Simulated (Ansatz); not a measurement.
**Ge: pressure series**

Start from Ge in the diamond structure (space group Fd-3m, No. 227; a = 5.762 Å).

Cell and atoms are relaxed at each pressure.

Levels (all Ansatz, a first-principles code, PAW, earlier PAW set): PBE (420 eV, spin-orbit coupling left out); r2SCAN (500 eV, without spin-orbit coupling).

The base cell above is that of PBE; each level relaxes its own structures.

| case | volume per atom, PBE | volume per atom, r2SCAN |
|---|---|---|
| pressure −2 GPa | 24.82 Å³ | ___ |
| pressure −1 GPa | 24.34 Å³ | ___ |
| pressure 1.8 GPa | 23.24 Å³ | ___ |
| pressure 4.2 GPa | 22.48 Å³ | 21.67 Å³ |
| pressure 9 GPa | 21.30 Å³ | ___ |
| pressure 18 GPa | 19.72 Å³ | 19.27 Å³ |
| pressure 30 GPa | 18.28 Å³ | 17.95 Å³ |
| pressure 45 GPa | 16.99 Å³ | 16.76 Å³ |
| pressure 60 GPa | 16.03 Å³ | 15.85 Å³ |

Q: Complete the table.

A: 
- pressure −2 GPa, volume per atom, r2SCAN: 23.52 Å³
- pressure −1 GPa, volume per atom, r2SCAN: 23.15 Å³
- pressure 1.8 GPa, volume per atom, r2SCAN: 22.28 Å³
- pressure 9 GPa, volume per atom, r2SCAN: 20.66 Å³

PBE lies above r2SCAN in every row, by 0.18 Å³ to 1.29 Å³. They put the cases in the same order.

Load acts through the strain it causes; cell and atoms are relaxed under it. Whether these cells are dynamically stable was not tested. Measured, Ge leaves this structure (for the β-tin structure) near 10.6 GPa (room temperature; as listed in arXiv:1906.07825).
